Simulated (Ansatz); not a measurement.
A computed series for MnNiGe: response to strain and stress

The parent structure is MnNiGe (space group P6_3/mmc, No. 194; a = 4.009 Å, c = 5.162 Å; ferromagnetic; a cell from a computed database, its experimental status unchecked). Axes: x lies along a and z along c of the hexagonal cell.

Strains are applied to the cell and any free atomic positions relax; under stress the whole cell relaxes.

Calculations: Ansatz (a quantum-chemistry and plane-wave program), PBEsol, PAW, cutoff 420 eV, scalar-relativistic without spin-orbit coupling.

Notes on the quantities. energy relative to the base: free energy F.

```tsv
change	energy relative to the base	shortest interatomic distance	largest site moment
base	0 meV/atom	2.315 Å	2.55 μB
uniaxial stress, 8 GPa compression along z	+7.9 meV/atom	2.326 Å	2.47 μB
uniaxial stress, 2 GPa compression along z	+0.5 meV/atom	2.318 Å	2.53 μB
uniaxial stress, 5 GPa tension along z	+4.1 meV/atom	2.306 Å	2.62 μB
```

Other magnetic orders, which the real material may have, were not ruled out. Without a gap, meshes like the base's 13×13×9 leave anisotropic stresses uncertain by several tenths of a GPa, and small strain energies with them. Stability under load was not tested beyond the relaxation.
